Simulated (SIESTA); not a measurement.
Input and output of a relaxation of cell and atoms for FeCl₄ (Cmmm, 5 atoms in the cell) (SIESTA).

Level of theory: GGA PBEsol, numerical atomic orbitals DZP, PseudoDojo PBEsol standard norm-conserving potentials (rewritten from UPF to PSML) (SIESTA 5.4.2).

```xyz
5
Lattice="3.8369 -4.6014 0.0000 3.8369 4.6014 0.0000 0.0000 0.0000 3.4964" Properties=species:S:1:pos:R:3 pbc="T T T"
Fe     3.8369     0.0000     1.7482
Cl     3.8369    -2.1419     1.7482
Cl     3.8369     2.1419     1.7482
Cl     2.1760     0.0000     0.0000
Cl     5.4979     0.0000     0.0000
```
Moments meant for the start (each program seeds them in its own way; μB, in the order of the atoms Fe Cl Cl Cl Cl): 4.0 0.0 0.0 0.0 0.0.

Reference input (self-consistent single point, DFT, GGA PBEsol, numerical atomic orbitals DZP, PseudoDojo PBEsol standard norm-conserving potentials (rewritten from UPF to PSML)): XC.functional = GGA; XC.authors = PBEsol; potentials = PseudoDojo PBEsol standard; PAO.BasisSize = DZP; PAO.EnergyShift = 0.01 Ry; MeshCutoff = 300 Ry; kgrid.MonkhorstPack = 3 3 5; OccupationFunction = FD; ElectronicTemperature = 0.05 eV; Spin = polarized; DM.InitSpin = [1 +4.00, 2 +0.00, 3 +0.00, 4 +0.00, 5 +0.00]; MaxSCFIterations = 150. This run's input differs from it in these lines:

```diff
@@ -52,2 +52,7 @@
 Diag.ParallelOverK           true
+MD.TypeOfRun                 FIRE
+MD.Steps                     40
+MD.MaxForceTol               0.02 eV/Ang
+MD.VariableCell              true
+MD.MaxStressTol              0.05 GPa
 WriteForces                  true
```

Output, abridged:

```
        iscf     Eharris(eV)        E_KS(eV)     FreeEng(eV)     dDmax    Ef(eV) dHmax(eV)
   scf:    1    -5095.548886    -5157.368844    -5157.373458  0.741966 -2.498190 40.409792
     spin moment: {S} , |S| = {        0.0        0.0    4.00000 }     4.00000
   scf:    2    -5193.319884    -5177.917354    -5177.920162  0.214557 -4.572819 21.886035
     spin moment: {S} , |S| = {        0.0        0.0    4.00000 }     4.00000
   scf:    3    -5065.110018    -5155.524394    -5155.599140  0.782601 -6.022475 37.171658
     spin moment: {S} , |S| = {        0.0        0.0    2.23435 }     2.23435
   [... lines left out ...]
     spin moment: {S} , |S| = {        0.0        0.0    3.72952 }     3.72952
   scf:   23    -5186.903999    -5186.903959    -5186.920449  0.000370 -5.951580  0.001371
     spin moment: {S} , |S| = {        0.0        0.0    3.72817 }     3.72817
   scf:   24    -5186.904002    -5186.903980    -5186.920450  0.000210 -5.951716  0.001003
     spin moment: {S} , |S| = {        0.0        0.0    3.72742 }     3.72742
   scf:   25    -5186.903999    -5186.903990    -5186.920450  0.000098 -5.951766  0.000696
     spin moment: {S} , |S| = {        0.0        0.0    3.72709 }     3.72709
SCF Convergence by DM+H criterion
max |DM_out - DM_in|         :     0.0000984865
max |H_out - H_in|      (eV) :     0.0006958658
SCF cycle converged after 25 iterations

Using DM_out to compute the final energy and forces

siesta: E_KS(eV) =            -5186.9040

siesta: E_KS - E_eggbox =     -5186.9040

siesta: Atomic forces (eV/Ang):
     1   -0.000000    0.000000   -0.000000
   [... lines left out ...]
siesta: Pressure (static):        -50.90254422  kBar
siesta: Pressure (total):        -50.90254422  kBar
No target stress found, assuming hydrostatic MD.TargetPressure.
Target stress (kBar)
outcell: Cell volume (Ang**3)        :    112.4594
        iscf     Eharris(eV)        E_KS(eV)     FreeEng(eV)     dDmax    Ef(eV) dHmax(eV)
   [... lines left out ...]
     spin moment: {S} , |S| = {        0.0        0.0    2.70051 }     2.70051
   scf:  149    -5187.170421    -5187.092266    -5187.121405  0.263195 -5.591968  0.092701
     spin moment: {S} , |S| = {        0.0        0.0    3.36431 }     3.36431
   scf:  150    -5187.090716    -5187.089148    -5187.100972  0.079078 -5.634798  0.912274
     spin moment: {S} , |S| = {        0.0        0.0    3.56430 }     3.56430
SCF_NOT_CONV: SCF did not converge in maximum number of steps (required).
SCF_NOT_CONV: SCF did not converge in maximum number of steps (required).
Geom step, scf iteration, dDmax, dHmax:    5   150      0.079078     0.067051
Geom step, scf iteration, dDmax, dHmax:    5   150      0.079078     0.067051

ABNORMAL_TERMINATION
ABNORMAL_TERMINATION
Stopping Program from Node:    0
Stopping Program from Node:    0
```

The relaxation ended unconverged. 

The starting cell comes from a database of computed structures (which also holds hypothetical and non-ambient phases and stackings), without a prior relaxation at this level. Values carry the incompleteness of an atom-centred basis.

Cost on one core of a shared machine: roughly 4 min.
